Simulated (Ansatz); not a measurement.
Worked calculations on one periodic cell of amorphous selenium (Se96): Se96, 96 atoms, volume 2652.4 Å³, made by a melt-quench on the CHGNet potential and relaxed with DFT. It is a model cell: composition and starting density were chosen by hand, and all elements were melted together. These are PBE-D3(BJ), scalar-relativistic without spin-orbit coupling, PAW (Ansatz default set, large-core Se) (plane waves to 420 eV; Ansatz, a first-principles code) values and carry that method's errors. Sampling: a 2×2×2 Γ-centred mesh; Fermi-Dirac width 0.05 eV; no spin polarisation. Its volume was relaxed, its shape was free, and it stands at a mean pressure of 0.2 GPa with stress components up to 0.2 GPa; the relaxation ran on the zone centre alone. Its density went from a set 4.36 to 4.75 g/cm³. The cell is small and was quenched far faster than a real film, so it is one sample of the glass.

Total energies at the same level (extrapolated to zero smearing): the glass cell -247525.077 eV at 0.2 GPa; trigonal Se, relaxed, -7735.6216 eV for 3 atoms.

### Question
How much energy would crystallisation to that phase release at 0 K?

### Answer
Per atom: -247525.077/96 − (-7735.6216/3) = -2578.3862 − (-2578.5405) = +0.1543 eV. A formula unit has 1 atom, so this is 1 × 0.1543 = 0.154 eV, or 15 kJ/mol (1 eV = 96.485 kJ/mol). Read it as an upper bound for a slowly cooled glass; no measured value is set beside it.

Bonds are counted up to Se-Se 2.76 Å. Counted neighbours: Se: 1 with 1, 83 with 2, 11 with 3, 1 with 4.

### Question
Set the mean coordination against the 8 − N rule, and count mechanical constraints (r/2 for stretching, 2r − 3 for bending at each atom with r ≥ 2) against the 3 degrees of freedom.

### Answer
The rule gives (96 × 2)/96 = 2.00; the cell has 204/96 = 2.12. Summing the constraints over the counted atoms gives 223.0/96 = 2.32 per atom, so by this count the network is floppy. The count takes every angle as intact, which overstates rigidity where angles are soft (at over-coordinated atoms).
